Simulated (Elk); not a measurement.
Band structure of TiSi (Pnma, 8 atoms in the cell).

```
TiSi
1.0
    6.58907     0.00000     0.00000
    0.00000     3.67460     0.00000
    0.00000     0.00000     5.05240
Ti Si
4 4
Direct
  0.67568   0.25000   0.37178
  0.32432   0.75000   0.62822
  0.82432   0.75000   0.87178
  0.17568   0.25000   0.12822
  0.54393   0.25000   0.85540
  0.45607   0.75000   0.14460
  0.95607   0.75000   0.35540
  0.04393   0.25000   0.64460
```

Level of theory: LDA (PW92), all-electron FP-LAPW, Elk's shipped species files, default APW+lo basis (Elk).

Settings: xctype = 3; rgkmax = 7; stype = 0; swidth = 0.00183747 Ha; ngridk = 3 5 4; rmtscf = 0.97.

The starting cell comes from a database of computed structures (which also holds hypothetical and non-ambient phases and stackings), without a prior relaxation at this level. Its lattice was rescaled by a random factor within 2.5 % of one. Spin polarisation is off. Values depend on the basis (sphere radii, cutoffs, local orbitals), which need not be converged.

Levels in eV from the Fermi level, bands 29 to 36:
| point | 29 | 30 | 31 | 32 | 33 | 34 | 35 | 36 |
|---|---|---|---|---|---|---|---|---|
| Γ | -0.75 | -0.57 | -0.38 | -0.26 | 0.22 | 0.43 | 0.49 | 0.54 |
| X | -1.62 | -1.62 | -1.61 | -1.61 | 1.28 | 1.28 | 1.58 | 1.58 |
| S | -0.61 | -0.61 | -0.51 | -0.51 | -0.13 | -0.13 | 0.59 | 0.59 |
| Y | -0.95 | -0.95 | -0.32 | -0.32 | 0.33 | 0.33 | 0.63 | 0.63 |
| Z | -0.80 | -0.80 | -0.52 | -0.52 | 0.24 | 0.24 | 0.50 | 0.50 |
| U | -1.68 | -1.68 | -1.68 | -1.68 | 1.51 | 1.51 | 1.51 | 1.51 |
| R | -1.35 | -1.35 | -1.35 | -1.35 | 1.10 | 1.10 | 1.10 | 1.10 |
| T | -0.98 | -0.98 | -0.72 | -0.72 | 0.31 | 0.31 | 0.61 | 0.61 |

Bands cross the Fermi level along this path, so the cell is metallic at this level.
